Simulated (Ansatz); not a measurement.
**Effective masses and thermopower of MgO under load (space group R-3m)**

Input:

```xyz
2
Lattice="0.0141 2.1055 2.1055 2.1055 0.0141 2.1055 2.1055 2.1055 0.0141" Properties=species:S:1:pos:R:3 pbc="T T T"
Mg     0.0000     0.0000     0.0000
O      2.1126     2.1126     2.1126
```

All values below come from r2SCAN, rigid bands (plane waves, PAW, scalar-relativistic; Ansatz, an electronic-structure program). Condition of this run: biaxial stress in (111) of 3 GPa (compression positive) (the target of the relaxation). Cell: cell and atoms relaxed with PBEsol, then loaded as said.

The band gap is 5.71 eV. The electron conductivity mass (300 K, dilute) is 0.38 mₑ. The hole conductivity mass (300 K, dilute) is 2.1 mₑ and the effective density of states N_c (300 K) is 5.8e18 cm⁻³. The effective density of states N_v (300 K) is 1.8e20 cm⁻³ and the density-of-states mass, electrons is 0.38 mₑ. The density-of-states mass, holes is 3.7 mₑ and the Seebeck coefficient, n-type 1e19 cm⁻³, 300 K comes out as -179 μV/K. The best n-type power factor at 300 K for τ = 10 fs (best axis; densities from 1e16 to 1e21 cm⁻³ tried, whether or not they can be reached) is 2.5 μW/(cm·K²) at 3e19 cm⁻³ and the Seebeck coefficient, p-type 1e19 cm⁻³, 300 K is 470 μV/K.

Rigid bands; masses and Seebeck coefficients take one relaxation time τ for all states and one kind of carrier; polarons and phonon drag are left out. Spin-orbit coupling is left out. Geometry: cell and atoms relaxed with PBEsol.
